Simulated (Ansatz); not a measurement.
A relaxation of cell and atoms of TePb2Se (R-3m, 4 atoms in the cell) with Ansatz (a program for electronic structure).

Method: LDA (PW92), default PAW files made with PBE (plane waves; Ansatz).

The change in words: atoms on their sites; basis.ecutwfc: 420 eV → 210 eV; relax: default → cell and atoms. Reference geometry:
```
TePb2Se
1.0
    2.23586     1.29088     7.29832
   -2.23586     1.29088     7.29832
    0.00000    -2.58175     7.29832
Te Pb Se
1 2 1
Direct
  0.50228   0.50228   0.50228
  0.74470   0.74470   0.74470
  0.25530   0.25530   0.25530
  0.00000   0.00000   0.00000
```

Reference input (self-consistent single point, DFT, LDA (PW92), plane waves, default PAW files made with PBE): basis.ecutwfc = 420 eV; kpoints.mp_grid.grid = 5 5 5; hamiltonian.xc = lda; hamiltonian.pseudopotentials = {kind: paw} (the program's default PAW files); scf.occupations.method = fixed. This run's input differs from it in these lines:

Ansatz 0.2 input:
```diff
@@ -6,3 +6,3 @@
   atoms:
-    - { symbol: Te, position: [0.502284, 0.502284, 0.502284] }
+    - { symbol: Te, position: [0.500000, 0.500000, 0.500000] }
     - { symbol: Pb, position: [0.744696, 0.744696, 0.744696] }
@@ -11,3 +11,3 @@
 basis:
-  ecutwfc: 420.0 eV
+  ecutwfc: 210.0 eV
 kpoints:
@@ -22,2 +22,4 @@
     method: fixed
+relax:
+  cell: {}
 output:
```

The program printed (abridged):

```
   [... SCF lines of the steps left out ...]
relax step   1: F+E_penalty+E_count = -35403.15530368 eV  Δ(F+E_penalty+E_count) = +0.000e0 eV  max|allowed force component| = 4.215e-2 eV/Å  Δτ_max = 0.0000 Å  P = -1.932 GPa  Ω = 126.388 Å³  (8 SCF iters, dr2 threshold 1.00e-7 eV, accepted)
relax step   2: F+E_penalty+E_count = -35407.28680193 eV  Δ(F+E_penalty+E_count) = -4.131e0 eV  max|allowed force component| = 3.534e-2 eV/Å  Δτ_max = 0.0159 Å  P = +27.316 GPa  Ω = 119.030 Å³  energy of the carried Pulay correction = +4.751e0 eV  [...]
   [... lines left out ...]
relax step 119: F+E_penalty+E_count = -35402.98325074 eV  Δ(F+E_penalty+E_count) = +4.060e-2 eV  max|allowed force component| = 7.679e-6 eV/Å  Δτ_max = 0.0007 Å  P = -0.002 GPa  Ω = 122.179 Å³  energy of the carried Pulay correction = -4.066e-2 eV  [...]
relax step 120: F+E_penalty+E_count = -35403.23329783 eV  Δ(F+E_penalty+E_count) = -2.500e-1 eV  max|allowed force component| = 4.779e-3 eV/Å  Δτ_max = 0.0000 Å  P = -0.150 GPa  Ω = 122.179 Å³  stress off target by 1.58e-1 GPa  SCF on the basis [...]
basis re-selected at this cell: Δ(F+E_penalty+E_count) = -2.500e-1 eV, ΔP = -0.148 GPa vs the last step
   [... lines left out ...]
Free energy (F): -35403.233298 eV
Fermi energy:    8.743902 eV
Error: variable-cell relaxation did not converge after 120 `relax_step` rows, as none of its last 53 fresh-basis SCF(s) at a relaxed cell met both thresholds with a finite energy. The last misses `relax.cell.stress_tol`: largest allowed force component 4.78e-3 eV/Å (`relax.f_tol` 1.00e-2 eV/Å), stress off the target on the free part of the cell 1.58e-1 GPa (`relax.cell.stress_tol` 5.00e-2 GPa), F+E_penalty+E_count -35403.23329783 eV. The closest is row 108, whose structure comes with this error. Larger ratio of force or stress to its threshold at each such SCF whose figures are numbers: 35.078, 32.490, 30.349, 21.148, 18.933, 9.613, 5.590, 6.397, 4.813, 5.358, 2.978, 3.269, 5.368, [...]
   [... lines left out ...]
to start a new deck from the relaxed geometry:
  cell:  # Å, volume = 122.1670 Å³
    - [2.2105574939181585, 1.276265964172793, 7.217047456461526]
    - [-2.2105574939181585, 1.276265964172793, 7.217047456461526]
    - [-4.1458562872859335e-33, -2.5525319283455867, 7.217047456461526]
  atoms:
    - { symbol: Te, position: [0.5, 0.5, 0.5000000000000001] }
    - { symbol: Pb, position: [0.7443195419308252, 0.7443195419308252, 0.7443195419308253] }
    - { symbol: Pb, position: [0.255680458069175, 0.255680458069175, 0.25568045806917505] }
    - { symbol: Se, position: [-5.0678916829699914e-21, -5.0678916829700674e-21, -5.067891682970275e-21] }
```

The relaxation ended unconverged. 

The starting cell comes from a database of computed structures (which also holds hypothetical and non-ambient phases and stackings), without a prior relaxation at this level. Its lattice was rescaled by up to half a per cent. The cutoff lies below the one recommended for these files.

Cost on one core of a shared machine: roughly 4 min.
